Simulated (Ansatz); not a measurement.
Sb_N in wurtzite AlN: one set of geometries, relaxed with PBE, evaluated in Ansatz (PAW, plane waves to 420 eV, 500 eV under r2SCAN) with PBE, r2SCAN.

Cell and caveats: 96-site cell; 2×2×2 shifted k-points; start: the N site; charged states image-corrected; no spin–orbit coupling; energies good to tenths of an eV; flagged in the runs: a host whose relaxation on this sampling wasn't shown to rest, a strain field that reaches the edge of the cell.

| quantity | PBE | r2SCAN |
|---|---|---|
| host gap (eV) | 4.03 | ? |
| ε(+1/0) above the VBM (eV) | 1.13 | ? |
| ε(0/−1) above the VBM (eV) | not bound | not settled |
| largest moment on one atom at charge +1 (μB) | 0.16 | ? |
| neutral formation energy against N2 molecule in a box, rhombohedral Sb (eV) | 8.78 | ? |
| carrier at charge −1 | electron in a host band | not settled |

Question: Given the lower rungs, what does r2SCAN give?

Answer: 
- host gap (eV), r2SCAN: 4.67
- ε(+1/0) above the VBM (eV), r2SCAN: 1.30
- largest moment on one atom at charge +1 (μB), r2SCAN: 0.17
- neutral formation energy against N2 molecule in a box, rhombohedral Sb (eV), r2SCAN: 9.01

"Not bound" means that the carrier spreads over host band states in this cell; a shallow level, bound over tens of ångströms, can't be resolved here.

Ansatz is a program for electronic structure.
